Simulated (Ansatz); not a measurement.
An Ansatz (a program for electronic structure) run: SrVO3 with a change (uniaxial stress, 0.5 GPa compression along x); PBEsol in Ansatz (plane waves to 420 eV, PAW, no SOC).

Input:

Ansatz 0.2 input:
```yaml
crystal:
  lattice:
    - [3.8093735329, 0, 0]
    - [0, 3.8093735329, 0]
    - [0, 0, 3.8093735329]
  atoms:
    - { symbol: Sr, position: [0, 0, 0] }
    - { symbol: V, position: [0.5, 0.5, 0.5] }
    - { symbol: O, position: [0, 0.5, 0.5] }
    - { symbol: O, position: [0.5, 0.5, 0] }
    - { symbol: O, position: [0.5, 0, 0.5] }
basis: { ecutwfc: 420, ecutrho_ratio: 4, xc_grid: 2, fft_grid_basis: typed }
kpoints: { mp_grid: { grid: [12, 12, 12] } }
hamiltonian:
  xc: pbesol
  dispersion: none
  pseudopotentials: { kind: paw }
scf: { occupations: { method: fermi_dirac, width: 0.05 } }
relax: { f_tol: 0.005, max_steps: 50, cell: { stress_tol: 0.01, sigma_target: [0.5, 0, 0, 0, 0, 0] } }
output: { forces: true, stress: true }
checkpoint: { write: state.ck, write_every: 1000 }
```

Output (explanatory and most iteration lines left out):

```
Relaxation: its limit of steps is 50 (relax.max_steps)
Pseudopotential: Sr, paw, valence charge 10
Pseudopotential: V, paw, valence charge 13
Pseudopotential: O, paw, valence charge 6
Crystal: 5 atoms, lattice volume = 55.279 Å³
Basis set: ecut = 420 eV, 1045 PW (Γ), exchange–correlation on 54×54×54 points (8 copies of the dense FFT grid, shifted against one another)
Bands: 26, of which v1, the nominal top of the filled ones, is band 21 counted from 1 (20 counted from 0)
Symmetry: 16 space group operations
k-points: 196 of 1728
Functional: x = pbesol(κ = 0.804, μ = 0.12345679012345678), c = pbesol(β = 0.046)
SCF iter   1: F=—  HF=-8066.758028 eV  |F-HF|=—  |Δ(HF+E_count)|=         —  Δρ=1.84e-2  dr2=1.54e-1  ethr=1.77e-3  ⟨swp⟩=7.2  Hψ=24291  notcnv=0
SCF iter   2: F=—  HF=-8066.728544 eV  |F-HF|=—  |Δ(HF+E_count)|=   2.95e-2  Δρ=6.91e-3  dr2=2.71e-2  ethr=3.77e-4  ⟨swp⟩=2.4  Hψ=9529  notcnv=0  defer=5
SCF 1 converged in 7 iterations: F = -8066.723409 eV  dr2 = 1.87e-8
relax step   1: F+E_penalty+E_count = -8066.72340926 eV  Δ(F+E_penalty+E_count) = +0.000e0 eV  max|allowed force component| = 3.140e-29 eV/Å  Δτ_max = 0.0000 Å  P = -0.004 GPa  Ω = 55.279 Å³  (7 SCF iters, dr2 threshold 1.00e-7 eV, accepted)
[... steps on the carried basis left out ...]
relax step   6: F+E_penalty+E_count = -8066.72323747 eV  Δ(F+E_penalty+E_count) = +9.339e-6 eV  max|allowed force component| = 4.347e-29 eV/Å  Δτ_max = 0.0000 Å  P = +0.167 GPa  Ω = 55.233 Å³  stress off target by 3.96e-4 GPa  SCF on the basis re-selected at this cell (its energy is not comparable with the rows above)  (10 SCF iters)
SCF converged after 10 iterations
Free energy (F): -8066.723237 eV
Internal energy: -8066.713573 eV  (E = F + TS)
E sigma→0 (E₀):  -8066.718405 eV
Entropy (-TS):   -0.009665 eV (-1.933 meV/atom)
Fermi energy:    12.864247 eV
--- Forces (eV/Å), atoms counted from 1 ---
  atom   1  Sr    -0.00000000    -0.00000000     0.00000000
  atom   2  V     -0.00000000     0.00000000     0.00000000
  atom   3  O      0.00000000     0.00000000     0.00000000
  atom   4  O      0.00000000    -0.00000000     0.00000000
  atom   5  O      0.00000000     0.00000000     0.00000000
--- Stress (GPa, compression-positive) ---
        0.499604       0.000000       0.000000
        0.000000       0.000237       0.000000
        0.000000       0.000000       0.000237
  P = ⅓ Tr σ = 0.1667 GPa (1.667 kbar)
--- Relaxed structure (4 steps of the walk, 4 accepted, 2 SCFs on fresh bases) ---
  cell:  # Å, volume = 55.2326 Å³
    - [3.803120473491992, -3.0814879110195774e-33, 0.0]
    - [-3.0814879110195774e-33, 3.8109009162485057, 0.0]
    - [0.0, 0.0, 3.8109009162485057]
  atoms:
    - { symbol: Sr, position: [-4.739780195533877e-36, 2.2236403187335e-38, 0.0] }
    - { symbol: V, position: [0.5, 0.5, 0.5] }
    - { symbol: O, position: [-7.899633659223016e-37, 0.5, 0.5] }
    - { symbol: O, position: [0.5, 0.5, 0.0] }
    - { symbol: O, position: [0.5, -2.4710462953845625e-39, 0.5] }
```

Without a gap, meshes like the base's 12×12×12 leave anisotropic stresses uncertain by several tenths of a GPa, and small strain energies with them. Load acts through the strain it causes; cell and atoms are relaxed under it. sigma_target is in GPa, compression positive, in the order xx, yy, zz, yz, xz, xy. Beyond what the load breaks, stability against distortions was not tested. No Hubbard U is applied, and correlation can decide whether such a compound is a metal. All final runs are without spin polarisation. The cell was made from SrVO$_{3}$ in the cubic perovskite structure (space group Pm-3m, No. 221) by this change: uniaxial stress, 0.5 GPa compression along x.
